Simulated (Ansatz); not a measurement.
An Ansatz (an electronic-structure program) input (Kohn–Sham DFT with the PBEsol functional, run in Ansatz with PAW and 420 eV plane waves, no SOC, earlier PAW set):

Ansatz 0.2 input:
```yaml
crystal:
  lattice:
    - [0, 3.1783433873, 3.1783433873]
    - [3.1783433873, 0, 3.1783433873]
    - [3.1783433873, 3.1783433873, 0]
  atoms:
    - { symbol: Hf, position: [0, 0, 0] }
    - { symbol: Ge, position: [0.25, 0.25, 0.25] }
    - { symbol: Ge, position: [0.75, 0.75, 0.75] }
basis: { ecutwfc: 420, ecutrho_ratio: 4, xc_grid: 2, fft_grid_basis: typed }
kpoints: { mp_grid: { grid: [13, 13, 13] } }
hamiltonian:
  xc: pbesol
  dispersion: none
  pseudopotentials: { azcp: { folder: ./paw }, kind: paw }
scf: { occupations: { method: fermi_dirac, width: 0.05 }, convergence: { dr2_threshold: 0.0000000003 } }
output: { forces: true, stress: true }
```

**Question.** Which symmetry and how many k-points will the program report, and about how many plane waves at Γ?

**Answer.** Space group Fm-3m (ITA 225) with 48 operations, k-points 84 of 2197, and 1243 plane waves at Γ.

Whether these cells are dynamically stable was not tested. The final runs are not spin-polarised. The cell is HfGe2 in the fluorite structure (space group Fm-3m, No. 225; a hypothetical phase, not in the database extracts checked). HfGe2 has a high density of states at the Fermi level and may be magnetic at this level.
